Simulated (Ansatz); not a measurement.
The starting structures come from a database of crystals and need not be the phases stable at ambient conditions.

By LDA, the system below comes out a metal.

Without scattering a metal conducts by its projected Fermi surface.

Here is the system:

```
CELL_PARAMETERS angstrom
      4.85884     0.00000     0.00000
      0.00000     5.17545     0.00000
      0.00000     0.00000     4.85884
ATOMIC_POSITIONS crystal
  In 0.50000 0.49514 0.00000
  In 0.00000 0.50486 0.50000
  Bi 0.50000 0.00000 0.50000
  Bi 0.00000 0.00000 0.00000
```

Space group of this cell: P4/nmm. The cell is taken as given; by LDA its mean pressure is -3.9 GPa.

The current flows along the normal of the first two printed cell vectors, the (100) plane of the conventional cell. No spin-orbit coupling; the value is a mean over 0.1 eV about the Fermi level.

State the ballistic conductance per area according to Ansatz (a program for electronic structure) with LDA.

0.77 × 10¹⁵ S/m² for both spins.
